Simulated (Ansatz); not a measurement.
Base system: La$_{2}$O$_{3}$ (space group P-3m1, No. 164; a = 3.9065 Å, c = 6.0394 Å). Axes: x lies along a and z along c of the hexagonal cell.

All numbers come from Ansatz (a first-principles code), PBEsol, PAW, cutoff 420 eV, no SOC, earlier PAW set.

For the base:

* **Gap character**: indirect, L → K

One thing is altered: biaxial strain −2.38 %, plane normal [001], relaxed out of plane (Cartesian); in-plane vectors clamped, the third vector and the atoms free.

Task: What does the calculation give for the gap character after the change?

Result: The gap character changes from indirect, L → K to indirect, K → M.

Task: What does the calculation give for the out-of-plane strain after the change?

Result: The out-of-plane strain comes out as +3.06 %.

Stability against distortions was not tested.
